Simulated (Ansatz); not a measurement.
The starting structures come from a database of crystals and need not be the phases stable at ambient conditions.

By PBEsol, the system below comes out a metal.

Without scattering a metal conducts by its projected Fermi surface.

Consider the following.

```
Ge
1.0
    2.79483     0.00000     0.00000
   -1.39742     3.64088     0.00000
    1.39742     0.00000     3.64088
Ge
2
Cartesian
  0.69871   1.82044   1.82044
  1.39741   0.00000   0.00000
```

Space group of this cell: I4_1/amd. The cell is taken as given; by PBEsol its mean pressure is -0.8 GPa.

The current flows along the normal of the first two printed cell vectors, the (110) plane of the conventional cell. No spin-orbit coupling; the value is a mean over 0.1 eV about the Fermi level.

### Question
Give the ballistic conductance per area that Ansatz (an electronic-structure program) with PBEsol yields.

### Answer
1.2 × 10¹⁵ S/m² for both spins.
